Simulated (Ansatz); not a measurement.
System: PdCl₂ (R-3, No. 148; cell taken from a computed entry). Method: HSE06 (Ansatz, a quantum-chemistry and plane-wave program, plane waves, PAW).

Numerical settings: plane-wave cutoff 500 eV, 4×4×4 k mesh, gaussian smearing 0.02 eV, scalar-relativistic PAW data made under PBE.

Cell (relaxed with PBEsol):

Space group R-3, hexagonal axes (No. 148); a = 13.1427 Å, b = 13.1427 Å, c = 8.9239 Å, α = 90.00°, β = 90.00°, γ = 120.00°

```csv
atom,site,symmetry,x,y,z
Pd,18f,1,0.1614,0.0469,0.1504
Cl,18f,1,0.0674,0.2744,0.0006
Cl,18f,1,0.1135,0.1606,0.2979
```
(The calculation used a cell of 18 atoms; values per cell refer to that cell.)

Problem. Predict the band gap.

Solution. 
- band gap: 2.81 eV (on the SCF k mesh)

Note: the cell comes from a level without a dispersion term, which matters for the spacing of layers, chains or molecules; cell and atoms aren't relaxed at this level (pressure 1.7 GPa).

Spin–orbit coupling is not included.

Computed values are for the static lattice.
